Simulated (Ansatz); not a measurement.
System: Mo-vacancy pair (Mo on one host Cu site, one Cu site vacant) in fcc Cu (neutral cell). These are PBE, PAW (plane waves to 420 eV; Ansatz, an electronic-structure program) values and carry that method's errors.

Cell of 32 host sites held at the relaxed PBE lattice; a 2×2×2 k-point mesh shifted by half a step; Fermi-Dirac width 0.10 eV, spin-restricted; finite-size errors left in. No zero-point or tunnelling terms. Forms of the defect that were not tried may lie lower.

Barriers: single points on a 4×4×4 k-point mesh shifted by half a step at the bands' geometries (they differ from the bands' own by up to 0.12 eV, and are uncertain by about as much).

Relaxed starting cell (atoms counted from 1):

```yaml
crystal:
  lattice:
    - [7.26000, 0.00000, 0.00000]
    - [0.00000, 7.26000, 0.00000]
    - [0.00000, 0.00000, 7.26000]
  atoms:
    - { symbol: Mo, position: [0.99901, 0.00910, 0.01155] }
    - { symbol: Cu, position: [0.99905, 0.00510, 0.49507] }
    - { symbol: Cu, position: [0.99897, 0.49291, 0.00699] }
    - { symbol: Cu, position: [0.99886, 0.49662, 0.49914] }
    - { symbol: Cu, position: [0.49869, 0.99920, 0.00164] }
    - { symbol: Cu, position: [0.49897, 0.99920, 0.50292] }
    - { symbol: Cu, position: [0.49903, 0.50060, 0.00150] }
    - { symbol: Cu, position: [0.49898, 0.49863, 0.50096] }
    - { symbol: Cu, position: [0.99892, 0.25285, 0.75057] }
    - { symbol: Cu, position: [0.99902, 0.74830, 0.25537] }
    - { symbol: Cu, position: [0.99881, 0.75133, 0.75346] }
    - { symbol: Cu, position: [0.49899, 0.25059, 0.25256] }
    - { symbol: Cu, position: [0.49883, 0.24919, 0.74981] }
    - { symbol: Cu, position: [0.49886, 0.74710, 0.25165] }
    - { symbol: Cu, position: [0.49890, 0.74933, 0.75161] }
    - { symbol: Cu, position: [0.25341, 0.00127, 0.25548] }
    - { symbol: Cu, position: [0.24861, 0.99999, 0.74885] }
    - { symbol: Cu, position: [0.24611, 0.49587, 0.25232] }
    - { symbol: Cu, position: [0.24819, 0.49830, 0.75041] }
    - { symbol: Cu, position: [0.74446, 0.00125, 0.25544] }
    - { symbol: Cu, position: [0.74920, 0.00010, 0.74892] }
    - { symbol: Cu, position: [0.75172, 0.49603, 0.25219] }
    - { symbol: Cu, position: [0.74984, 0.49815, 0.75036] }
    - { symbol: Cu, position: [0.25324, 0.25315, 0.00343] }
    - { symbol: Cu, position: [0.24674, 0.24995, 0.49878] }
    - { symbol: Cu, position: [0.24865, 0.74636, 0.00269] }
    - { symbol: Cu, position: [0.24818, 0.74782, 0.50028] }
    - { symbol: Cu, position: [0.74454, 0.25304, 0.00326] }
    - { symbol: Cu, position: [0.75114, 0.24995, 0.49865] }
    - { symbol: Cu, position: [0.74915, 0.74662, 0.00261] }
    - { symbol: Cu, position: [0.74965, 0.74802, 0.50014] }
```

End state 1 differs by these moves (Å; atoms that move under 0.08 Å are left out):

| atom | element | Δx | Δy | Δz |
|---|---|---|---|---|
| 1 | Mo | 0.00 | 1.67 | 1.67 |
| 2 | Cu | 0.00 | -0.07 | 0.05 |
| 3 | Cu | 0.00 | 0.05 | -0.07 |
| 9 | Cu | 0.00 | -0.07 | 0.05 |
| 10 | Cu | 0.00 | 0.05 | -0.07 |

Q: Predict the forward and backward barriers to end state 1 from PBE, PAW.

A: forward 0.86 eV, backward 0.86 eV; at the saddle point atom 1 has neighbours 4 Cu at 2.47, 4 Cu at 2.79 Å. The saddle point's order was not checked, and it lies on a symmetry element of the cell, where a band can be held.

End state 2 differs by these moves (Å; atoms that move under 0.08 Å are left out):

| atom | element | Δx | Δy | Δz |
|---|---|---|---|---|
| 1 | Mo | 0.00 | -0.07 | -0.07 |
| 3 | Cu | 0.00 | -1.73 | 1.77 |

Q: Predict the forward and backward barriers to end state 2 from PBE, PAW.

A: forward 0.65 eV, backward 0.66 eV; at the saddle point atom 3 has neighbours 2 Cu at 2.37, 2 Cu at 2.38, Cu at 2.77, Cu at 2.79, Cu at 2.81; Mo at 2.75 Å. The saddle point's order was not checked, and it lies on a symmetry element of the cell, where a band can be held.
